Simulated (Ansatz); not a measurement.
The structure below was relaxed with plane-wave PAW DFT at the PBEsol level (Ansatz, a quantum-chemistry and plane-wave program, 420 eV), spin-orbit coupling left out, at pressure 7.5 GPa.

```xyz
2
Lattice="0.0000 2.4060 2.4060 2.4060 0.0000 2.4060 2.4060 2.4060 0.0000" Properties=species:S:1:pos:R:3 pbc="T T T"
Li     0.0000     0.0000     0.0000
Cl     2.4060     2.4060     2.4060
```

Problem. Find the space group and the Wyckoff positions.

Solution. Space group Fm-3m (No. 225); a = b = c = 4.8120 Å, α = β = γ = 90.00°

```
atom  site  symmetry       x       y       z
----  ----  --------  ------  ------  ------
Li      4a      m-3m  0.0000  0.0000  0.0000
Cl      4b      m-3m  0.5000  0.5000  0.5000
```

Problem. Describe the coordination.

Solution. The crystal has 8 atoms in its conventional cell. Cell: a = b = c = 4.812 Å, α = β = γ = 90.00°. Li is coordinated by 6 Cl at 2.406 Å (octahedral). Cl is surrounded by 6 Li at 2.406 Å (octahedral). (Neighbours: up to the widest gap in distance over summed covalent radii, below 1.35, at either atom; cation-cation and far metal-metal contacts left out.)

Load acts through the strain it causes; cell and atoms are relaxed under it. Stability against distortions was not tested. No other phases were tried under pressure. The cell was made from LiCl in the rock salt structure (space group Fm-3m, No. 225) by this change: pressure 7.5 GPa.
